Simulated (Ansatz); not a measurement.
Defect: Ga vacancy in beta Ga2O3 with all lengths changed by -1 %, charge state -3. Computed with PBE, PAW (plane waves to 420 eV; Ansatz, a quantum-chemistry and plane-wave program).

Cell of 120 host sites held at the strained lattice (strain from the relaxed PBE one, atoms relaxed); the Γ point alone; Fermi-Dirac width 0.01 eV, spin-restricted; finite-size errors left in. Static, classical nuclei. The charge state is imposed; whether it is stable for some Fermi level was not computed. Forms of the defect that were not tried may lie lower. The start lies 0.35 eV above the lowest site run (PBE).

Barriers: single points on a 2×2×2 k-point mesh shifted by half a step at the bands' geometries.

The step: a nearby Ga atom hops onto the vacant site. Atoms about the jump, Cartesian Å from the middle of the jump, before and after:

```json
[
 {"atom": "Ga1", "x0": "0.00", "y0": "1.43", "z0": "0.00", "x1": "0.00", "y1": "-1.43", "z1": "0.00"},
 {"atom": "O2", "x0": "-1.03", "y0": "0.01", "z0": "-0.29", "x1": "-1.03", "y1": "-0.01", "z1": "-0.29"},
 {"atom": "O3", "x0": "0.74", "y0": "-1.53", "z0": "1.85", "x1": "0.57", "y1": "-1.54", "z1": "1.78"},
 {"atom": "O4", "x0": "0.57", "y0": "1.54", "z0": "1.78", "x1": "0.74", "y1": "1.53", "z1": "1.85"},
 {"atom": "O5", "x0": "2.99", "y0": "0.03", "z0": "0.59", "x1": "2.99", "y1": "-0.03", "z1": "0.59"},
 {"atom": "O6", "x0": "1.49", "y0": "-1.53", "z0": "-1.39", "x1": "1.41", "y1": "-1.54", "z1": "-1.27"},
 {"atom": "O7", "x0": "1.41", "y0": "1.54", "z0": "-1.27", "x1": "1.49", "y1": "1.53", "z1": "-1.39"},
 {"atom": "Ga8", "x0": "0.23", "y0": "-0.06", "z0": "2.82", "x1": "0.23", "y1": "0.06", "z1": "2.82"},
 {"atom": "Ga9", "x0": "1.58", "y0": "-0.05", "z0": "-2.64", "x1": "1.58", "y1": "0.05", "z1": "-2.64"},
 {"atom": "Ga10", "x0": "3.18", "y0": "-1.53", "z0": "-0.55", "x1": "3.31", "y1": "-1.53", "z1": "-0.60"}
]
```

Where do these atoms stand at the saddle point, and how high is it?


```json
[
 {"atom": "Ga1", "x": "0.61", "y": "-0.04", "z": "0.27"},
 {"atom": "O2", "x": "-0.99", "y": "-0.02", "z": "-0.50"},
 {"atom": "O3", "x": "0.59", "y": "-1.37", "z": "1.79"},
 {"atom": "O4", "x": "0.60", "y": "1.34", "z": "1.78"},
 {"atom": "O5", "x": "2.80", "y": "0.00", "z": "0.61"},
 {"atom": "O6", "x": "1.46", "y": "-1.42", "z": "-1.26"},
 {"atom": "O7", "x": "1.46", "y": "1.43", "z": "-1.28"},
 {"atom": "Ga8", "x": "0.13", "y": "-0.01", "z": "3.05"},
 {"atom": "Ga9", "x": "1.60", "y": "0.00", "z": "-2.65"},
 {"atom": "Ga10", "x": "3.29", "y": "-1.54", "z": "-0.62"}
]
```
It lies 1.11 eV above the start and 1.11 eV above the end. The saddle point's order was not checked.
